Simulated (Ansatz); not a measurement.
Results of Hartree–Fock (Ansatz, an electronic-structure program, PAW) for L1₀ (CuAu-type) TiAl.

Input:

Ansatz 0.2 input:
```yaml
crystal:
  lattice:
    - [2.8671693745, 0.0, 0.0]
    - [0.0, 2.8671693745, 0.0]
    - [0.0, 0.0, 4.3477324114]
  atoms:
    - { symbol: Ti, position: [0.0, 0.0, 0.0] }
    - { symbol: Al, position: [0.5, 0.5, 0.5] }
basis:
  ecutwfc: 460
  ecutrho_ratio: 4
  xc_grid: 2
kpoints:
  mp_grid: { grid: [10, 10, 8] }
hamiltonian:
  xc: hf
  dispersion: none
  pseudopotentials: { kind: paw }
scf:
  occupations: { method: fermi_dirac, width: 0.05 }
output:
  forces: true
  stress: true
  eigenvalues: true
relax:
  f_tol: 0.01
  escape_saddle: false
  max_steps: 80
  cell: { stress_tol: 0.05, fix: [volume] }
```

Excerpt of the program's output:

```
Relaxation: its limit of steps is 80 (relax.max_steps)
Crystal: 2 atoms, lattice volume = 35.741 Å³
Basis set: ecut = 460 eV, 783 PW (Γ), exchange–correlation on 48×48×64 points (8 copies of the dense FFT grid, shifted against one another)
Bands: 12, of which v1, the nominal top of the filled ones, is band 8 counted from 1 (7 counted from 0)
Symmetry: 16 space group operations
Space group: P4/mmm (ITA 123), of the structure as read, at distance tolerance 3.3e-5 Å
k-points: 105 of 800
Functional: x = pbe(κ = 0.804, μ = 0.2195149727645171), c = none, warm-up for x = 0 pbe(κ = 0.804, μ = 0.2195149727645171) + 1 exact, c = none
SCF iter   1: F=—  HF=-2997.957414 eV  |F-HF|=—  |Δ(HF+E_count)|=         —  Δρ=6.69e-3  dr2=9.31e-3
SCF iter   2: F=—  HF=-2997.957375 eV  |F-HF|=—  |Δ(HF+E_count)|=   3.92e-5  Δρ=3.71e-3  dr2=3.42e-3
  ...
SCF 1 converged in 9 iterations: F = -2997.957921 eV  dr2 = 3.40e-13
Crystal: 2 atoms, lattice volume = 35.741 Å³
Initial density: handed on by an earlier stage of this run
Functional: x = 0 pbe(κ = 0.804, μ = 0.2195149727645171) + 1 exact, c = none
  ...
Crystal: 2 atoms, lattice volume = 35.741 Å³
Crystal: 2 atoms, lattice volume = 35.741 Å³
Crystal: 2 atoms, lattice volume = 35.741 Å³
SCF 25 converged in 4 iterations: F = -2999.735490 eV  dr2 = 1.35e-11
Crystal: 2 atoms, lattice volume = 35.741 Å³
SCF 26 converged in 2 iterations: F = -2999.735490 eV  dr2 = 6.73e-12
Crystal: 2 atoms, lattice volume = 35.741 Å³
Crystal: 2 atoms, lattice volume = 35.741 Å³
Crystal: 2 atoms, lattice volume = 35.741 Å³
SCF 29 converged in 3 iterations: F = -2999.735497 eV  dr2 = 6.28e-12
Crystal: 2 atoms, lattice volume = 35.741 Å³
SCF 30 converged in 5 iterations: F = -2999.735486 eV  dr2 = 1.56e-11
Crystal: 2 atoms, lattice volume = 35.741 Å³
SCF iter   1: F=—  HF=-2999.735486 eV  |F-HF|=—  |Δ(HF+E_count)|=         —  Δρ=3.46e-7  dr2=3.13e-11
SCF iter   2: F=-2999.735486 eV  HF=-2999.735486 eV  |F-HF|=3.64e-12  |Δ(HF+E_count)|=  7.73e-12  Δρ=1.55e-7  dr2=6.80e-12
SCF 31 converged in 2 iterations: F = -2999.735486 eV  dr2 = 6.80e-12
Free energy (F): -2999.735486 eV
Internal energy: -2999.734902 eV  (E = F + TS)
E sigma→0 (E₀):  -2999.735194 eV
Fermi energy:    11.437394 eV
--- Forces (eV/Å), atoms counted from 1 ---
  atom   1  Ti     0.00000000     0.00000000     0.00000000
  atom   2  Al     0.00000000     0.00000000     0.00000000
--- Stress (GPa, compression-positive) ---
       -1.839982       0.000000       0.000000
        0.000000      -1.839982       0.000000
        0.000000       0.000000      -1.853514
  P = ⅓ Tr σ = -1.8445 GPa (-18.445 kbar)
```

The cell is one volume of an energy–volume scan, off the minimum.

The PAW data were made under PBE.

Note: the run has no spin polarisation, so it can have missed a magnetic state. Note: the run warned that the count of filled bands differs between k points.
